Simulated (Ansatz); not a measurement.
Ag: biaxial strain +2.01 %, plane normal [001], relaxed out of plane

The parent structure is Ag in the fcc (Cu type) structure (space group Fm-3m, No. 225; a = 4.054 Å; relaxed with 0.1 eV smearing). Axes: x, y, z lie along the cube axes.

One thing is altered: biaxial strain +2.01 %, plane normal [001], relaxed out of plane (Cartesian); in-plane vectors clamped, the third vector and the atoms free.

Level of theory: PBEsol/PAW in Ansatz (an electronic-structure program), no spin-orbit coupling. Γ-centred 28×28×28 mesh, Fermi–Dirac width 0.1 eV.

| quantity | base | changed | shift |
|---|---|---|---|
| volume per atom | 16.65 Å³ | 16.81 Å³ | +0.154 Å³ |
| space group | Fm-3m (No. 225) | I4/mmm (No. 139) | – |
| shortest interatomic distance | 2.866 Å | 2.853 Å | -0.013 Å |
| energy relative to the base (free energy F) | 0 meV/atom | +3.4 meV/atom | +3.4 meV/atom |
| pressure (mean of the normal stresses, compression positive) | 0.0 GPa | -1.0 GPa | -1.0 GPa |
| band gap | zero | zero | – |
| out-of-plane strain | – | -3.01 % | – |
| ratio −ε⊥/ε∥ | – | 1.50 | – |
| mean in-plane stress (compression positive) | – | -1.5 GPa | – |

Final structure (turned so that z lies along the plane normal):

```
CELL_PARAMETERS angstrom
      2.92410     0.00000     0.00000
      0.00000     2.92410     0.00000
      1.46205    -1.46205     1.96581
ATOMIC_POSITIONS crystal
  Ag 0.00000 0.00000 0.00000
```

Stability against distortions was not tested.
